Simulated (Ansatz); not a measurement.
Functionals compared on the (321) surface of fcc Ca in its 1x1 cell, outermost plane spacing 0.74 Å in the ideal cut, in Ansatz (plane waves, PAW). The structure was relaxed with PBE; the other rows are single points on it, each with its references at the same level. Cutoff 420 eV (500 eV for r2SCAN).

Model: 15-atom slab, 10.3 Å thick at the start (thin: gaps and levels are the slab's own), 6x5x1 mesh, Fermi-Dirac 0.1 eV, dipole correction, all atoms relaxed; start symmetry kept, larger cells not searched; no spin, no spin-orbit, no U. These notes are the PBE run's.

```
functional  surface energy (J/m²)  work function of the top face (eV)  rough cost of the single point
----------  ---------------------  ----------------------------------  ------------------------------
PBE                          0.55                                2.76                               –
LDA                          0.61                                2.88          roughly 4 core-minutes
PBEsol                       0.59                                2.79          roughly 4 core-minutes
RPBE                         0.51                                2.69     very roughly 4 core-minutes
r2SCAN                       0.60                                2.79   around 7 core-minutes (rough)
```

Ansatz is a first-principles code.
